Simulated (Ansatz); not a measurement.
Several settings converged on a (111) slab of LaRu2 (cut from a parent of space group no. 227; 12 atoms in the cell)

```
LaRu2
1.0
    5.44721     0.00000     0.00000
    2.72361     4.71743     0.00000
    0.00000     0.00000    21.22739
La Ru
4 8
Direct
  0.06484   0.06484   0.32976
  0.39818   0.39818   0.38214
  0.39818   0.39818   0.53929
  0.73151   0.73151   0.59166
  0.89818   0.39818   0.46071
  0.39818   0.89818   0.46071
  0.73151   0.73151   0.35595
  0.89818   0.89818   0.46071
  0.23151   0.73151   0.67024
  0.73151   0.23151   0.67024
  0.06484   0.06484   0.56548
  0.23151   0.23151   0.67024
```

Base method: PBEsol, default PAW files made with PBE (plane waves; Ansatz, a quantum-chemistry and plane-wave program).

Base settings: basis.ecutwfc = 420 eV; kpoints.mp_grid.grid = 3 3 1; hamiltonian.xc = pbesol; hamiltonian.pseudopotentials = {kind: paw} (the program's default PAW files); scf.occupations.method = gaussian; scf.occupations.width = 0.1 eV.

The count of work is k-points × plane waves × bands × iterations; it is no time. 

**The vacuum with a dipole correction**

In this ladder: efield.axis = 3; efield.dipole_correction = true.

The mesh stays at the base's, so the ladder's end is converged at best in this setting alone.

Only quantities that move along the ladder and can be compared are tabulated.

| vacuum between outermost atoms (Å) | largest difference of a force vector from the last step's (eV/Å) |
|---|---|
| 8.0 | 0.010 |
| 10.0 | 0.002 |
| 14.0 | 0.000 |
| 20.0 | 0.000 |

Smallest vacuum between outermost atoms (Å) that holds the forces within 0.005 eV/Å of the last step, with all finer ones: 10.0; the step before is off by 0.010 eV/Å.

**The plane-wave cutoff**

The mesh stays at the base's, so the ladder's end is converged at best in this setting alone.

Only quantities that move along the ladder and can be compared are tabulated.

```csv
basis.ecutwfc,free energy less the last step's (meV/atom),largest difference of a force vector from the last step's (eV/Å),count of work / last
210 eV,4651.24,0.844,0.11
250 eV,1061.25,0.257,0.15
295 eV,158.36,0.036,0.21
355 eV,7.61,0.001,0.28
420 eV,1.38,0.001,0.35
505 eV,0.42,0.000,0.46
630 eV,0.14,0.000,0.65
840 eV,0.00,0.000,1.0
```

Coarsest basis.ecutwfc that holds the forces within 0.005 eV/Å of the last step, with all finer ones: 355 eV, at 0.28 of the last step's count of work; the step before is off by 0.036 eV/Å.

Coarsest basis.ecutwfc that holds the free energy within 5 meV/atom of the last step, with all finer ones: 420 eV, at 0.35 of the last step's count of work; the step before is off by 7.6 meV/atom.

On the base run: the starting cell comes from a database of computed structures (which also holds hypothetical and non-ambient phases and stackings), without a prior relaxation at this level. The slab is cut from that crystal, and its faces are unrelaxed. Its lattice was rescaled by up to half a per cent. Spin polarisation is off. In the base run, forces exceed 1 eV/Å. Without a gap this mesh is coarse (it stands for a supercell whose shortest in-plane vector is 16 Å).

Left out of this page: 1 run of the series unsound by tests on forces, stress, charge or solver warnings.

Keys are those of Ansatz 0.2.
